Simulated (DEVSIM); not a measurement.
Device: abrupt Ge p-n junction, at 300 K.

| layer (left to right) | material | thickness (μm) | Nd (cm⁻³) | Na (cm⁻³) | τn (s) | τp (s) |
|---|---|---|---|---|---|---|
| 1 | Ge | 1.50 | - | 1.1e15 | 1.5e-5 | 5e-5 |
| 2 | Ge | 69.0 | 4.6e16 | - | 5e-5 | 5e-5 |

Left contact: ohmic. Right contact: ohmic. Voltage is applied to the left contact. Recombination: SRH at mid-gap, radiative, Auger. Mobility is μmin + (μ − μmin)/(1 + (N/Nref)^α).

This is a model device: material constants are rounded textbook-type values typed into the input, and sizes, dopings and lifetimes were drawn at random. Values at 300 K.

| parameter | Ge |
|---|---|
| gap (eV) | 0.664 |
| affinity (eV) | 4 |
| permittivity | 16 |
| Nc (cm⁻³) | 1.04e19 |
| Nv (cm⁻³) | 6e18 |
| μn (cm²/Vs) | 3900 |
| μp (cm²/Vs) | 1900 |
| μn,min | 150 |
| μp,min | 100 |
| Nref,n | 2.6e17 |
| Nref,p | 4e17 |
| αn | 0.56 |
| αp | 0.6 |
| B (cm³/s) | 6.4e-14 |
| Cn (cm⁶/s) | 1e-31 |
| Cp (cm⁶/s) | 1e-31 |

Simulated with DEVSIM: 1D drift-diffusion, Boltzmann statistics, complete ionisation; no tunnelling, impact ionisation, image-force lowering or self-heating.

Problem. Tabulate band edges, carrier densities and field at zero bias.

Solution. Energies count from the Fermi level of the right contact; mesh points crowd at the junctions.

```json
[
 {"x (μm)": "0.000", "Ec (eV)": "0.442", "Ev (eV)": "-0.222", "n (cm⁻³)": "4.0e11", "p (cm⁻³)": "1.1e15", "field (V/cm)": "≈ 0"},
 {"x (μm)": "0.03674", "Ec (eV)": "0.442", "Ev (eV)": "-0.222", "n (cm⁻³)": "4.0e11", "p (cm⁻³)": "1.1e15", "field (V/cm)": "≈ 0"},
 {"x (μm)": "0.1279", "Ec (eV)": "0.442", "Ev (eV)": "-0.223", "n (cm⁻³)": "4.0e11", "p (cm⁻³)": "1.1e15", "field (V/cm)": "≈ 0"},
 {"x (μm)": "0.3691", "Ec (eV)": "0.441", "Ev (eV)": "-0.223", "n (cm⁻³)": "4.0e11", "p (cm⁻³)": "1.1e15", "field (V/cm)": "-31"},
 {"x (μm)": "1.061", "Ec (eV)": "0.400", "Ev (eV)": "-0.264", "n (cm⁻³)": "2.0e12", "p (cm⁻³)": "2.2e14", "field (V/cm)": "-2300"},
 {"x (μm)": "1.338", "Ec (eV)": "0.292", "Ev (eV)": "-0.372", "n (cm⁻³)": "1.3e14", "p (cm⁻³)": "3.4e12", "field (V/cm)": "-5600"},
 {"x (μm)": "1.449", "Ec (eV)": "0.219", "Ev (eV)": "-0.445", "n (cm⁻³)": "2.2e15", "p (cm⁻³)": "2.0e11", "field (V/cm)": "-7900"},
 {"x (μm)": "1.502", "Ec (eV)": "0.169", "Ev (eV)": "-0.495", "n (cm⁻³)": "1.5e16", "p (cm⁻³)": "2.9e10", "field (V/cm)": "-11000"},
 {"x (μm)": "1.543", "Ec (eV)": "0.146", "Ev (eV)": "-0.518", "n (cm⁻³)": "3.7e16", "p (cm⁻³)": "1.2e10", "field (V/cm)": "-2400"},
 {"x (μm)": "1.646", "Ec (eV)": "0.140", "Ev (eV)": "-0.524", "n (cm⁻³)": "4.6e16", "p (cm⁻³)": "9.5e9", "field (V/cm)": "-25"},
 {"x (μm)": "1.929", "Ec (eV)": "0.140", "Ev (eV)": "-0.524", "n (cm⁻³)": "4.6e16", "p (cm⁻³)": "9.5e9", "field (V/cm)": "≈ 0"},
 {"x (μm)": "3.080", "Ec (eV)": "0.140", "Ev (eV)": "-0.524", "n (cm⁻³)": "4.6e16", "p (cm⁻³)": "9.5e9", "field (V/cm)": "≈ 0"},
 {"x (μm)": "5.576", "Ec (eV)": "0.140", "Ev (eV)": "-0.524", "n (cm⁻³)": "4.6e16", "p (cm⁻³)": "9.5e9", "field (V/cm)": "≈ 0"},
 {"x (μm)": "11.95", "Ec (eV)": "0.140", "Ev (eV)": "-0.524", "n (cm⁻³)": "4.6e16", "p (cm⁻³)": "9.5e9", "field (V/cm)": "≈ 0"},
 {"x (μm)": "37.38", "Ec (eV)": "0.140", "Ev (eV)": "-0.524", "n (cm⁻³)": "4.6e16", "p (cm⁻³)": "9.5e9", "field (V/cm)": "≈ 0"},
 {"x (μm)": "57.55", "Ec (eV)": "0.140", "Ev (eV)": "-0.524", "n (cm⁻³)": "4.6e16", "p (cm⁻³)": "9.5e9", "field (V/cm)": "≈ 0"},
 {"x (μm)": "65.45", "Ec (eV)": "0.140", "Ev (eV)": "-0.524", "n (cm⁻³)": "4.6e16", "p (cm⁻³)": "9.5e9", "field (V/cm)": "≈ 0"},
 {"x (μm)": "68.62", "Ec (eV)": "0.140", "Ev (eV)": "-0.524", "n (cm⁻³)": "4.6e16", "p (cm⁻³)": "9.5e9", "field (V/cm)": "≈ 0"},
 {"x (μm)": "69.99", "Ec (eV)": "0.140", "Ev (eV)": "-0.524", "n (cm⁻³)": "4.6e16", "p (cm⁻³)": "9.5e9", "field (V/cm)": "≈ 0"},
 {"x (μm)": "70.31", "Ec (eV)": "0.140", "Ev (eV)": "-0.524", "n (cm⁻³)": "4.6e16", "p (cm⁻³)": "9.5e9", "field (V/cm)": "≈ 0"},
 {"x (μm)": "70.44", "Ec (eV)": "0.140", "Ev (eV)": "-0.524", "n (cm⁻³)": "4.6e16", "p (cm⁻³)": "9.5e9", "field (V/cm)": "≈ 0"},
 {"x (μm)": "70.50", "Ec (eV)": "0.140", "Ev (eV)": "-0.524", "n (cm⁻³)": "4.6e16", "p (cm⁻³)": "9.5e9", "field (V/cm)": "≈ 0"}
]
```
